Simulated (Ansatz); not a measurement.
## SrTe in the rock salt structure (space group Fm-3m, No. 225)

SrTe is modelled in the cubic space group Fm-3m (No. 225), the rock salt structure, Pearson symbol cF8. Conventional cell: a = b = c = 6.6067 Å, α = β = γ = 90.00°. Sr on 4a is surrounded by 6 Te at 3.303 Å (octahedral). Te on 4b sees 6 Sr at 3.303 Å (octahedral). (Neighbours: up to the widest gap in distance over summed covalent radii, below 1.35, at either atom; cation-cation and far metal-metal contacts left out.)
(The calculation used a cell of 2 atoms; values per cell refer to that cell.)

Level of theory: PBEsol, PAW, 420 eV (Ansatz, a first-principles code; no spin-orbit coupling). Γ-centred 9×9×9 mesh, Fermi–Dirac width 0.05 eV.

The volume per atom comes out as 36.05 Å³ and the density is 4.96 g/cm³. The band gap comes out as 1.57 eV, indirect, Γ → X, the electron mass is 1.3 mₑ along k, 0.24 mₑ across and the hole mass (degenerate bands, along [100]) is 0.14, 0.85, 0.85 mₑ. The lowest conduction-band minima above the VBM is X along ⟨100⟩ 1.57 eV; Γ 2.82 eV. The total energy comes out as -5198.606 eV/atom (σ→0; compares only within this code and set-up).

Spin-orbit coupling, missing from the scalar runs, can matter with Te. Effective masses come from finite differences of ±0.01 Å⁻¹. Along k means along the line from Γ to the band edge. Stability against distortions was not tested.
